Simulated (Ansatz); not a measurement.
CaS: band gap against strain

CaS (rock salt, Fm-3m, 22.345 Å³/atom at rest) under an equal strain ε in the (111) plane with the normal axis free, as in a coherent film. PBEsol in Ansatz, a plane-wave DFT program (PAW, default set), 420 eV, 10×10×10 Γ-centred mesh, Fermi-Dirac smearing 0.05 eV; ions are relaxed within the symmetry of each cell. Gaps are the smallest over the k-mesh and a band path, without spin-orbit coupling; in all rows the valence edge lies at Γ and the conduction edge at about 1.1 Å⁻¹ from Γ.

Here s stands for strain and Eg for gap.

| strain (%) | gap (eV) |
|---|---|
| -2.50 | ? |
| -1.25 | 2.07 |
| -0.83 | 2.10 |
| -0.42 | 2.13 |
| 0.00 | 2.16 |

Fit Eg against s with a straight line, and predict the withheld value at s = -2.50.

Means: s -0.62500, Eg 2.115. About the means, the sum of products is 0.062400 and the sum of squares of s is 0.86530; the slope is their ratio. Least squares gives Eg = 2.160 + 0.0721·s. Residuals (row less fit): 0.000, 0.000, 0.000, 0.000; standard error 0.000 (degrees of freedom: 2). Over these rows the gap moves by 7.2 ± 0.3 eV per unit strain. At the withheld row, Eg = 2.160 + 0.0721 × (-2.50) = 1.980 eV. The calculation gives 1.98 eV, which the fit meets to the printed digits. The row lies outside the fitted rows, so this is an extrapolation. The fitted rows scatter only by rounding.

Rows are the converged runs of the series near zero and its far end; series whose fitted rows scatter by over a few per cent of the range, as at a crossing or softening among them, aren't shown in this form. Most that stay on the fit to the last digits aren't either.
